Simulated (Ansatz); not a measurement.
**Pressure series in Os**

Consider Os in the hcp (Mg type) structure (space group P6_3/mmc, No. 194; a = 2.729 Å, c = 4.307 Å).

Cell and atoms are relaxed at each pressure.

All numbers come from PBEsol (Ansatz, a program for electronic structure), no spin-orbit coupling, earlier PAW set.

Notes on the quantities. enthalpy: H = E + PV relative to the base's energy.

```
case              volume per atom       enthalpy
----------------  ---------------  -------------
base                     13.89 Å³              –
pressure −2 GPa          13.96 Å³  -0.17 eV/atom
pressure −1 GPa          13.93 Å³  -0.09 eV/atom
pressure 3 GPa           13.80 Å³  +0.26 eV/atom
pressure 7 GPa           13.68 Å³  +0.60 eV/atom
pressure 15 GPa          13.45 Å³  +1.28 eV/atom
pressure 30 GPa          13.08 Å³  +2.52 eV/atom
pressure 50 GPa          12.66 Å³  +4.13 eV/atom
pressure 75 GPa          12.22 Å³  +6.07 eV/atom
pressure 100 GPa       (withheld)  +7.94 eV/atom
```

Problem. Some entries are withheld; estimate them.

Solution. 
- pressure 100 GPa, volume per atom: 11.85 Å³

Load acts through the strain it causes; cell and atoms are relaxed under it. No phonon test of stability was made. No other phases were tried under pressure. The final runs are not spin-polarised.
